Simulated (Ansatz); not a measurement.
The parent structure is CdGeAs₂ in the chalcopyrite structure (space group I-42d, No. 122; a = 5.942 Å, c = 11.313 Å).

The values are results of PBEsol (Ansatz, a quantum-chemistry and plane-wave program, PAW, no SOC), not measurements.

For the base:

Volume per atom: 24.97 Å³

Now apply this change: cell and atoms relaxed at a pressure of 7 GPa.

Task: Estimate the effect on the volume per atom.

Result: The volume per atom decreases by 2.222 Å³ (24.97 Å³ → 22.74 Å³).

Load acts through the strain it causes; cell and atoms are relaxed under it. No phonon test of stability was made. No other phases were tried under pressure.
